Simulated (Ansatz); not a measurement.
For BBi (model structure, started from the NiAs type, P6₃/mmc, No. 194, 4 atoms in the cell), PBEsol (Ansatz, a program for electronic structure, plane waves, PAW) gives:

lattice parameter a: 3.696 Å
lattice parameter c: 6.109 Å

**Question.** What does PBE-D3(BJ) in Ansatz (plane waves, PAW) give for the same quantities?

**Answer.** 
- lattice constant a: 3.701 Å (goes up by 0.1 %)
- lattice parameter c: 6.104 Å (shrinks by 0.1 %)

Changes are worked out from the printed values.

Unless a cell is named, each level is at its own relaxed cell (PBEsol 18.07, PBE-D3(BJ) 18.10 Å³/atom).

Levels without +SOC leave out spin–orbit coupling, which shifts energies and cells of such heavy elements.

Ansatz's density-functional and Hartree–Fock values are scalar-relativistic unless marked +SOC, with PAW data made under PBE.

A model structure was made by putting elements into a prototype or built by hand; it is no filed structure, need not be a known phase, and can be a saddle point held by its symmetry.
